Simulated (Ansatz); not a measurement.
Band structure of ZrAlCo4 (F-43m, 6 atoms in the cell).

```
ZrAlCo4
1.0
    0.00000     3.37860     3.37860
    3.37860     0.00000     3.37860
    3.37860     3.37860     0.00000
Zr Al Co
1 1 4
Direct
  0.00000   0.00000   0.00000
  0.75000   0.75000   0.75000
  0.37669   0.37669   0.37669
  0.86993   0.37669   0.37669
  0.37669   0.37669   0.86993
  0.37669   0.86993   0.37669
```
Moments meant for the start (each program seeds them in its own way; μB, in the order of the atoms Zr Al Co Co Co Co): 0.0 0.0 3.0 3.0 3.0 3.0.

Method: PBEsol, PAW files made with PBE (plane waves; Ansatz, a quantum-chemistry and plane-wave program).

Settings: kpoints.mp_grid.grid = 7 7 7; hamiltonian.xc = pbesol; hamiltonian.pseudopotentials = {kind: paw} (the program's default PAW files); magnetization.spin_polarized = true; scf.occupations.method = gaussian; scf.occupations.width = 0.05 eV; kpoints.band_path.npoints = 8.

The starting cell comes from a database of computed structures (which also holds hypothetical and non-ambient phases and stackings), without a prior relaxation at this level. The magnetic order is the one reached from the typed start; others were not searched systematically.

Levels in eV from the Fermi level, bands 40 to 47 of the first spin channel:
| point | 40 | 41 | 42 | 43 | 44 | 45 | 46 | 47 |
|---|---|---|---|---|---|---|---|---|
| Γ | -0.76 | -0.76 | -0.02 | -0.02 | 0.26 | 0.26 | 0.26 | 0.53 |
| X | -0.99 | -0.99 | -0.96 | -0.84 | 0.68 | 1.09 | 1.09 | 2.22 |
| W | -1.40 | -0.75 | -0.65 | -0.52 | -0.21 | 0.80 | 1.84 | 2.07 |
| K | -1.19 | -0.92 | -0.69 | -0.57 | 0.01 | 0.93 | 1.65 | 1.85 |
| L | -0.92 | -0.92 | 0.25 | 0.34 | 0.34 | 0.44 | 1.56 | 1.56 |
| U | -1.19 | -0.92 | -0.69 | -0.57 | 0.01 | 0.93 | 1.65 | 1.85 |

Bands cross the Fermi level along this path, so the cell is metallic at this level.

The net moment of the cell came out as 3.05 μB.

Keys are those of Ansatz 0.2.
